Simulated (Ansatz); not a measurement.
Levels about the gap of amorphous Ga24O39W (64 atoms in a cell of 786 Å³, 5.24 g/cm³; zone centre alone, so wide bands show as single levels with stretches between that a denser mesh fills), at the geometry that PBE relaxed, where it gives 0.1 GPa on a denser mesh. Exact exchange is cut at the faces of this small cell, which leaves a finite-size error. The participation number counts the atoms over which a state spreads; weights are charges in smoothed Voronoi cells. The levels come from a single point, so bond lengths are those of that geometry. Method of the levels: HSE06, scalar-relativistic without spin-orbit coupling (Ansatz, a quantum-chemistry and plane-wave program). Sampling: the zone centre alone; Fermi-Dirac width 0.02 eV; no spin polarisation. At PBE the levels at the filled edge of the gap are localised (band-tail or defect states), and the nearest spread-out levels lie 2.0 eV apart at the zone centre.

The cell was made by melting and quenching with the CHGNet potential and then relaxed with DFT. O atoms were pushed apart under 1.9 Å during the dynamics, to hinder bonds among them. The hot cell started wider than the set density and was brought back towards it in steps. It is the lowest in DFT energy of 2 quenches. It is a model cell: composition and starting density were chosen by hand, and all elements were melted together. No dispersion term was used. Its density started from a set value of 5.13 and ended at 5.24 g/cm³. The simulated quench (nominally 280 K/ps over its main leg) is rapid and tends to freeze in more defects than a deposited or slowly cooled glass has. A cell of this size samples the disorder only roughly. Volume and shape were free in the relaxation. On a 2×2×2 Γ-centred mesh force components of up to 0.12 eV/Å stay, since the relaxation ran on the zone centre alone.

```json
[
 {"E - E(highest filled), eV": "-0.42", "filling": "filled", "participation number": "18.4", "largest on": "O, 3 neighbours", "weight O": "0.94", "weight W": "0.00", "weight Ga": "0.06"},
 {"E - E(highest filled), eV": "-0.31", "filling": "filled", "participation number": "12.2", "largest on": "O, 3 neighbours", "weight O": "0.94", "weight W": "0.00", "weight Ga": "0.06"},
 {"E - E(highest filled), eV": "-0.23", "filling": "filled", "participation number": "8.5", "largest on": "O, 3 neighbours", "weight O": "0.95", "weight W": "0.00", "weight Ga": "0.05"},
 {"E - E(highest filled), eV": "-0.17", "filling": "filled", "participation number": "7.2", "largest on": "O, 3 neighbours", "weight O": "0.95", "weight W": "0.00", "weight Ga": "0.05"},
 {"E - E(highest filled), eV": "-0.08", "filling": "filled", "participation number": "4.5", "largest on": "O, 2 neighbours", "weight O": "0.94", "weight W": "0.01", "weight Ga": "0.06"},
 {"E - E(highest filled), eV": "-0.02", "filling": "filled", "participation number": "7.0", "largest on": "O, 3 neighbours", "weight O": "0.93", "weight W": "0.00", "weight Ga": "0.07"},
 {"E - E(highest filled), eV": "0.00", "filling": "filled", "participation number": "3.6", "largest on": "O, 2 neighbours", "weight O": "0.94", "weight W": "0.00", "weight Ga": "0.05"},
 {"E - E(highest filled), eV": "3.42", "filling": "empty", "participation number": "59.3", "largest on": "Ga, 5 neighbours", "weight O": "0.52", "weight W": "0.01", "weight Ga": "0.47"},
 {"E - E(highest filled), eV": "4.89", "filling": "empty", "participation number": "3.4", "largest on": "W, 6 neighbours", "weight O": "0.39", "weight W": "0.52", "weight Ga": "0.09"},
 {"E - E(highest filled), eV": "5.12", "filling": "empty", "participation number": "3.2", "largest on": "W, 6 neighbours", "weight O": "0.40", "weight W": "0.53", "weight Ga": "0.06"},
 {"E - E(highest filled), eV": "5.37", "filling": "empty", "participation number": "3.3", "largest on": "W, 6 neighbours", "weight O": "0.42", "weight W": "0.52", "weight Ga": "0.06"},
 {"E - E(highest filled), eV": "6.09", "filling": "empty", "participation number": "32.7", "largest on": "Ga, 5 neighbours", "weight O": "0.51", "weight W": "0.04", "weight Ga": "0.45"},
 {"E - E(highest filled), eV": "6.19", "filling": "empty", "participation number": "31.9", "largest on": "Ga, 5 neighbours", "weight O": "0.54", "weight W": "0.01", "weight Ga": "0.45"},
 {"E - E(highest filled), eV": "6.22", "filling": "empty", "participation number": "30.0", "largest on": "Ga, 5 neighbours", "weight O": "0.56", "weight W": "0.00", "weight Ga": "0.44"}
]
```

Most localised among these is the empty level at +5.12 eV, on a W atom, which has 6 neighbours (O 1.79 Å, O 1.79 Å, O 1.86 Å, O 1.96 Å, O 2.12 Å, O 2.23 Å).
